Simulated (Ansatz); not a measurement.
We consider A15 Mo₃Si, described by PBE in Ansatz (plane waves, PAW).

Settings: plane-wave cutoff 520 eV, 14×14×14 k mesh, Fermi–Dirac smearing 0.055 eV (set by the program), no spin polarisation, scalar-relativistic PAW data made under PBE.

Cell (relaxed at this level):

```yaml
crystal:
  lattice:
    - [4.90576, 0.00000, 0.00000]
    - [0.00000, 4.90576, 0.00000]
    - [0.00000, 0.00000, 4.90576]
  atoms:
    - { symbol: Si, position: [0.50000, 0.50000, 0.50000] }
    - { symbol: Si, position: [0.00000, 0.00000, 0.00000] }
    - { symbol: Mo, position: [0.25000, 0.00000, 0.50000] }
    - { symbol: Mo, position: [0.50000, 0.25000, 0.00000] }
    - { symbol: Mo, position: [0.50000, 0.75000, 0.00000] }
    - { symbol: Mo, position: [0.75000, 0.00000, 0.50000] }
    - { symbol: Mo, position: [0.00000, 0.50000, 0.75000] }
    - { symbol: Mo, position: [0.00000, 0.50000, 0.25000] }
```

Predict the elastic constant C11, elastic constant C12, Voigt–Reuss–Hill bulk modulus and elastic constant C44.


elastic constant C11: 466 GPa
elastic constant C12: 140 GPa
Voigt–Reuss–Hill bulk modulus: 249 GPa
elastic constant C44: 112 GPa

Elastic constants are with the ions relaxed.

Static lattice: no zero-point or thermal effects.

Ansatz is a program for electronic structure.
